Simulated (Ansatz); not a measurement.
The parent structure is BeS in the zinc blende structure (space group F-43m, No. 216).

```
CELL_PARAMETERS angstrom
      0.00000     2.43431     2.43431
      2.43431     0.00000     2.43431
      2.43431     2.43431     0.00000
ATOMIC_POSITIONS crystal
  Be 0.00000 0.00000 0.00000
  S  0.25000 0.25000 0.25000
```

Cartesian axes are those of the cell as printed.

Level of theory: r2SCAN/PAW in Ansatz (a first-principles code), without spin-orbit coupling.

Strains are applied to the cell and any free atomic positions relax; under biaxial strain the out-of-plane vector relaxes too.

One change was made to it. Results:

| quantity | base | after |
|---|---|---|
| valley order (the lowest conduction-band minima on the path, energy above the VBM, named in the base's zone) | X along ⟨100⟩ 3.59 eV | X along [010] 3.42 eV; X along [001] 3.64 eV |
| pressure (mean of the normal stresses, compression positive) | 0.00 GPa | 1.89 GPa |
| electron mass | 0.79 mₑ along k, 0.29 mₑ across (at X) | 0.77 mₑ along k, 0.29 mₑ across (at X) |

Q: Which change produced these results?
(A) biaxial strain −3.00 %, plane normal [001], relaxed out of plane
(B) biaxial strain −1.50 %, plane normal [001], relaxed out of plane
(C) biaxial strain −0.50 %, plane normal [001], relaxed out of plane

A: B, biaxial strain −1.50 %, plane normal [001], relaxed out of plane. For comparison, the valley order in the other runs: biaxial strain −3.00 %, plane normal [001], relaxed out of plane gives X along [010] 3.25 eV; X along [001] 3.71 eV; biaxial strain −0.50 %, plane normal [001], relaxed out of plane gives X along [010] 3.54 eV; X along [001] 3.61 eV.

The levels and masses belong to the bands next to the band gap. Masses are band curvatures over ±0.01 Å⁻¹ around the edge. Along k means along the line from Γ to the band edge. No phonon test of stability was made.
